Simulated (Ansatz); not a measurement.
Results of HSE06 in Ansatz (plane waves, PAW) for SiC (model structure, started from the BN type, Pm-3n, No. 223, 12 atoms in the cell).

Run with plane-wave cutoff 460 eV, 4×4×4 k mesh, Fermi–Dirac smearing 0.01 eV, scalar-relativistic PAW data made under PBE.

Cell (relaxed with PBEsol):

```yaml
crystal:
  lattice:
    - [5.33128, 0.00000, 0.00000]
    - [0.00000, 5.33128, 0.00000]
    - [0.00000, 0.00000, 5.33128]
  atoms:
    - { symbol: Si, position: [0.25000, 0.00000, 0.50000] }
    - { symbol: Si, position: [0.50000, 0.25000, 0.00000] }
    - { symbol: Si, position: [0.50000, 0.75000, 0.00000] }
    - { symbol: Si, position: [0.75000, 0.00000, 0.50000] }
    - { symbol: Si, position: [0.00000, 0.50000, 0.75000] }
    - { symbol: Si, position: [0.00000, 0.50000, 0.25000] }
    - { symbol: C, position: [0.25000, 0.50000, 0.00000] }
    - { symbol: C, position: [0.00000, 0.25000, 0.50000] }
    - { symbol: C, position: [0.00000, 0.75000, 0.50000] }
    - { symbol: C, position: [0.75000, 0.50000, 0.00000] }
    - { symbol: C, position: [0.50000, 0.00000, 0.75000] }
    - { symbol: C, position: [0.50000, 0.00000, 0.25000] }
```

Estimate the band gap, smallest direct gap on the k points sampled and Γ–Γ gap that the calculation returns.


- band gap: 2.85 eV (indirect)
- smallest direct gap on the k points sampled: 3.11 eV
- Γ–Γ gap: 3.93 eV

Note: the relaxation could raise the start's symmetry but not lower it, so the cell can be a saddle point; cell and atoms aren't relaxed at this level (pressure -1.3 GPa).

The computed numbers hold no vibrational or temperature effects.

Cost on a shared machine: very roughly 2.7 core-minutes.

A model structure was made by putting elements into a prototype or built by hand; it is no filed structure, need not be a known phase, and can be a saddle point held by its symmetry.

Ansatz is an electronic-structure program.
